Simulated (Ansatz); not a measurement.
GaP: element substitutions

Take GaP in the zinc blende structure (space group F-43m, No. 216; a = 5.451 Å) as the base.

Each row replaces one element on all its sites; cell and atoms are relaxed.

Method: r2SCAN (Ansatz, a first-principles code; PAW; 500 eV plane waves; without spin-orbit coupling).

```
case    band gap  lattice parameter a
------  --------  -------------------
base     1.85 eV              5.451 Å
P → N        [?]                  [?]
P → Al      zero              5.858 Å
P → W       zero              5.681 Å
```

Complete the table.


- P → N, band gap: 2.17 eV
- P → N, lattice parameter a: 4.498 Å

Stability against distortions was not tested. As relaxed here, AlGa and GaW are hypothetical phases, not in the database extracts checked. The final runs are not spin-polarised. An odd electron count without spin: GaW. GaW has a high density of states at the Fermi level and may be magnetic at this level. This is not the structure that GaN has at room temperature and ambient pressure.
